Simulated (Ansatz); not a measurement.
Consider TiC in the rock salt structure (space group Fm-3m, No. 225; a = 4.261 Å; relaxed with 0.1 eV smearing).

Structures relaxed with Ansatz (a quantum-chemistry and plane-wave program), LDA, PAW, cutoff 420 eV, no spin-orbit coupling.

Base:

Simulated powder pattern, Cu Kα1, λ = 1.54056 Å (kinematic, ideal powder, no thermal factors, no anomalous dispersion; the 14 strongest lines at most, above 2 %, up to 2θ = 90°):

| 2θ (°) | I/Imax (%) | hkl |
|---|---|---|
| 36.49 | 87 | (111) |
| 42.39 | 100 | (200) |
| 61.50 | 56 | (220) |
| 73.68 | 30 | (311) |
| 77.55 | 18 | (222) |

After one change:

Simulated powder pattern, Cu Kα1, λ = 1.54056 Å (kinematic, ideal powder, no thermal factors, no anomalous dispersion; the 14 strongest lines at most, above 2 %, up to 2θ = 90°):

```
2θ (°)  I/Imax (%)
------  ----------
36.12           87
41.95          100
60.83           57
72.83           30
76.64           18
```

Task: Which of these changes matches the shifts?
A. isotropic strain +1.00 %
B. isotropic strain −0.50 %
C. isotropic strain +1.50 %
D. isotropic strain −1.00 %

Result: A, isotropic strain +1.00 %. Its volume per atom is 9.96 Å³ against 9.67 Å³, and its space group is Fm-3m (No. 225).

Stability against distortions was not tested. The final runs are not spin-polarised.
